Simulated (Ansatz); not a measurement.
A periodic model of amorphous Zr20O42Ti:

```xyz
63
Lattice="9.7060 -0.4359 0.1326 -0.4359 9.4215 0.0302 0.1326 0.0302 8.8832" Properties=species:S:1:pos:R:3 pbc="T T T"
Zr     1.2138     4.2293     3.7806
Zr     7.6562     7.5745     8.5431
Zr     8.6250     6.6763     5.2526
Zr     2.2663     7.4023     4.4827
Zr     5.2999     6.0568     6.5824
Zr     7.4244     3.9252     7.6801
Zr     4.2525     3.3811     8.5266
Zr     5.5199     8.2231     3.6039
Zr     8.4784     1.0324     4.7215
Zr     5.7218     2.8062     4.7786
Zr     7.1905     1.5927     1.4529
Zr     1.6601     5.0840     7.0129
Zr     3.4960     0.7632     2.6519
Zr     1.2907     1.6378     0.4151
Zr    -0.0972     4.5563     1.0213
Zr     6.4877     5.3672     2.1600
Zr     2.5340     1.7638     5.8194
Zr     1.3740     8.1024     8.0869
Zr     3.3750     6.4067     1.3005
Zr     6.1696     0.5896     7.1520
O      3.3770     1.7985     0.8811
O      9.1552     6.9957     7.3286
O      0.6738     5.7711     5.2089
O      9.4285     4.0946     7.7947
O      3.4153     8.1589     2.9096
O      3.7346     5.4516     7.8307
O      5.7346     4.4637     3.7759
O      6.6306     5.7255     8.4326
O      4.4308     7.0417     4.9904
O      5.3344     6.9981     1.8045
O      7.4471     2.1305     6.2905
O      1.4608     0.4965     2.1541
O      8.1623     6.6903     1.4484
O      0.3006     7.7621     3.5725
O      5.4023     3.9055     6.6758
O      9.2258     4.5351     3.0699
O      8.3301     8.6978     5.5595
O      2.6179     0.0590     4.7054
O      7.3026     2.2880     3.4919
O      1.8055     0.6550     7.4296
O      7.3210     5.3353     6.0399
O      0.6122     2.3360     4.6801
O      6.1528     2.3239     8.6471
O     -0.3002     9.0411     0.3399
O      1.4135     3.4727     1.8704
O      8.2732    -0.0113     2.7956
O      2.2197     3.2009     7.9507
O      2.2158     7.1586     6.5437
O      4.3992     1.5341     6.7634
O      5.5732     0.5396     2.3103
O      9.1465     1.9907     0.7721
O      7.0704     6.8819     3.8162
O      2.8619     8.1010     0.3270
O      4.5532     4.5634     1.2110
O      5.9269     7.9101     7.2220
O      2.4414     5.8140     3.0534
O      7.4771     3.8436     1.0559
O      3.9095     2.1896     4.0696
O      2.4843     3.9340     5.5085
O      1.2743     5.9762     0.2078
O      6.2249     0.3174     5.0323
O      7.3921     0.0991     8.8381
Ti     9.1539     8.2083     2.3354
```

Method: PBE, scalar-relativistic without spin-orbit coupling (plane waves to 420 eV, PAW; Ansatz, a first-principles code).

Preparation: random packing, a CHGNet melt and quench, and a DFT relaxation. O atoms were pushed apart under 1.9 Å during the dynamics, to hinder bonds among them. The hot cell started wider than the set density and was brought back towards it in steps. It is the lowest in DFT energy of 2 quenches. It is a model cell: composition and starting density were chosen by hand, and all elements were melted together. No dispersion term was used. Its density started from a set value of 5.21 and ended at 5.21 g/cm³. The simulated quench (nominally 300 K/ps over its main leg) is rapid and tends to freeze in more defects than a deposited or slowly cooled glass has. Values belong to this one cell and scatter from quench to quench. The volume was held where the preparation left it and the shape relaxed, at a PBE pressure of -1.7 GPa (tension). Stress components on the final sampling reach 1.7 GPa.

Neighbours within Zr-Zr 3.41 Å, Zr-O 2.80 Å, Zr-Ti 3.27 Å, O-O 1.58 Å, O-Ti 2.49 Å, Ti-Ti 3.12 Å count as bonded. Two cations that share two anions don't count as bonded, nor two that share one unless they lie closer than Zr-Zr 3.32 Å, Zr-Ti 3.18 Å, Ti-Ti 3.04 Å.

### Question
Give the coordination numbers, mean bond lengths and angles.

### Answer

```
Item                                                               Value
---------------------------------  -------------------------------------
Mean coordination of Zr by anions             6.55 (9 with 6, 11 with 7)
Mean coordination of O             3.24 (4 with 2, 24 with 3, 14 with 4)
Mean coordination of Ti by anions                        5.00 (1 with 5)
Mean Zr-O bond                     2.181 Å (spread 0.145 Å, 131 counted)
Mean O-Ti bond                       1.931 Å (spread 0.080 Å, 5 counted)
Bond angle at Zr                               mean 101.8°, spread 29.2°
Bond angle at O                                mean 112.8°, spread 17.0°
Bond angle at Ti                               mean 105.2°, spread 22.7°
```

### Question
List the pairs of like atoms that count as bonded by the rules above.

### Answer
There are none by these rules.
